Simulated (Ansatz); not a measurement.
**What uniaxial stress, 2 GPa compression along z does to PtSe2**

Take PtSe$_{2}$ in the CdI2 type structure (space group P-3m1, No. 164; a = 3.735 Å, c = 5.207 Å; layered, stacked along the Cartesian z axis; relaxed with 0.1 eV smearing) as the base. Axes: x lies along a and z along c of the hexagonal cell.

One thing is altered: uniaxial stress, 2 GPa compression along z; all other stress components relax to zero.

All numbers come from Kohn–Sham DFT with the r2SCAN+rVV10 functional, run in Ansatz (a first-principles code) with PAW and 500 eV plane waves, no SOC. Γ-centred 18×18×11 mesh, Fermi–Dirac width 0.1 eV.

| quantity | base | changed | shift |
|---|---|---|---|
| shortest interatomic distance | 2.516 Å | 2.519 Å | +0.003 Å |
| energy relative to the base (free energy F) | 0 meV/atom | +7.4 meV/atom | +7.4 meV/atom |
| band gap | zero | zero | – |
| strain response (xx, yy, zz) | – | (+1.02, +1.02, −6.65) % | – |

Spin-orbit coupling, missing from the scalar runs, can matter with Pt. Stability under load was not tested beyond the relaxation. The final runs are not spin-polarised. The zero or small gap of PtSe2 can change with the level of theory.
